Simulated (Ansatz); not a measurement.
Take Pd in the fcc (Cu type) structure (space group Fm-3m, No. 225; relaxed with 0.1 eV smearing) as the base.

```xyz
1
Lattice="0.0000 1.9389 1.9389 1.9389 0.0000 1.9389 1.9389 1.9389 0.0000" Properties=species:S:1:pos:R:3 pbc="T T T"
Pd     0.0000     0.0000     0.0000
```

Cartesian axes are those of the cell as printed.

Computed with PBEsol/PAW in Ansatz (a first-principles code), no SOC.

Strains are applied to the cell and any free atomic positions relax.

One change was made to it. Results:

```json
[
 {"quantity": "pressure (mean of the normal stresses, compression positive)", "base": "0.0 GPa", "after": "3.2 GPa"},
 {"quantity": "energy relative to the base (free energy F)", "base": "0 meV/atom", "after": "+2.6 meV/atom"}
]
```

Question: Which of these changes matches the shifts?
A. uniaxial strain ε_zz = −1.50 %
B. uniaxial strain ε_zz = −2.50 %
C. uniaxial strain ε_zz = −3.00 %
D. uniaxial strain ε_zz = +0.50 %

Answer: A, uniaxial strain ε_zz = −1.50 %. For comparison, the energy relative to the base in the other runs: uniaxial strain ε_zz = −3.00 % gives +11 meV/atom; uniaxial strain ε_zz = −2.50 % gives +7.4 meV/atom; uniaxial strain ε_zz = +0.50 % gives +0.3 meV/atom.

No phonon test of stability was made. All final runs are without spin polarisation.
